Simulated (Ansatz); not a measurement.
## WC: response to strain

Base system: WC (space group P-6m2, No. 187; a = 2.913 Å, c = 2.836 Å; relaxed with 0.1 eV smearing).

Strains are applied to the cell and any free atomic positions relax.

Method: r2SCAN (Ansatz, a first-principles code; PAW; 500 eV plane waves; spin-orbit coupling left out), earlier PAW set.

Notes on the quantities. energy relative to the base: free energy F.

```csv
isotropic strain (%),energy relative to the base (meV/atom)
-3.88,202.5
-3.67,180.0
-0.89,?
0,0.0
1.75,34.4
```

Fit ΔE = Aε² + Bε³ (ε in %) to the rows shown and predict the withheld row.

Least squares on the printed values gives A = 11.9 and B = -0.39 meV/atom (largest residual 0.0 meV/atom); this predicts 9.7 meV/atom, and the run gives 9.7 meV/atom, in agreement.

No phonon test of stability was made. The final runs are not spin-polarised.
